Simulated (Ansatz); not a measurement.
Start from AlCo in the CsCl type structure (space group Pm-3m, No. 221; a = 2.824 Å; weakly magnetic (sensitive to the mesh); relaxed with 0.1 eV smearing).

The values are results of Kohn–Sham DFT with the r2SCAN functional, run in Ansatz (a quantum-chemistry and plane-wave program) with PAW and 500 eV plane waves, spin-orbit coupling left out, earlier PAW set, not measurements.

For the base:

| Item | Value |
|---|---|
| Pressure | 0.0 GPa |
| Band gap | zero |

Now apply this change: the cell is scaled by 0.9902 in all directions, atoms relaxed at fixed cell.

### Question
Predict the new energy relative to the base, pressure and band gap.

### Answer
The energy grows by 6.0 meV/atom; the pressure goes from zero to 6.1 GPa; the band gap stays zero.

Other magnetic orders, which the real material may have, were not ruled out. The cells carry an imposed strain or load. Stability against distortions was not tested. Starting moments died away, wholly or in part, for isotropic strain −0.98 % and the base; another magnetic solution may exist.
